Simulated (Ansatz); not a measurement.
# A constructed model of the (110) surface of bcc Ta, a layer of Os in place of the third plane (bottom of the slab: a bare face, its two planes held)

Calculation: PBE (plane waves to 420 eV, PAW; Ansatz, an electronic-structure program).

Model: 6-atom slab, 11.4 Å thick at the start, 14x14x1 mesh, Fermi-Dirac 0.1 eV, dipole correction, 2 atoms held, the rest relaxed; symmetry of the start imposed; no spin, no spin-orbit, no U. In PBE it is, or lies within 0.01 eV a 1x1 cell of, the lowest of the 2 structures of its composition computed so far; larger cells were not tried.

work function of the top face: 4.81 eV
energy released by relaxation: 0.078 eV
cost: around 5 core-minutes (rough)
